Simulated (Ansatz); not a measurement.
The reference is WSi2 (space group I4/mmm, No. 139; a = 3.2289 Å, c = 7.8697 Å; relaxed with 0.1 eV smearing).

Level of theory: Kohn–Sham DFT with the PBE functional, run in Ansatz (an electronic-structure program) with PAW and 420 eV plane waves, no spin-orbit coupling.

For the base:

- Pressure: 0.0 GPa
- Band gap: zero

The change: an isotropic linear strain of −2.00 %; the atoms relax in the strained cell.

Problem. What happens to the energy relative to the base, pressure and band gap?

Solution. The energy rises by 36 meV/atom; the pressure (mean of the normal stresses, compression positive) goes from zero to 15.1 GPa; the band gap stays zero.

No phonon test of stability was made. All final runs are without spin polarisation.
